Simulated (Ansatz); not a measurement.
Input:

```
HfO2
1.0
    3.56704     0.00000     0.00000
    0.00000     3.56704     0.00000
    0.00000     0.00000     5.16595
Hf O
2 4
Direct
  0.00000   0.00000   0.00000
  0.50000   0.50000   0.50000
  0.00000   0.50000   0.20009
  0.00000   0.50000   0.70009
  0.50000   0.00000   0.29991
  0.50000   0.00000   0.79991
```

No spin polarisation.

Calculations: Ansatz (an electronic-structure program) PBEsol, scalar-relativistic without spin-orbit coupling. k-mesh 9×9×7 (Γ-centred); smearing 0.05 eV (Fermi–Dirac).

**Question.** Predict the smallest direct gap and space group.

**Answer.** The smallest direct gap comes out as 4.65 eV and the space group is P4_2/nmc (No. 137).

With Hf present, leaving out spin-orbit coupling can change the band edges. Stability against distortions was not tested. The cell was made from ZrO2 by this change: Zr → Hf. This is not the structure that HfO2 has at room temperature and ambient pressure.
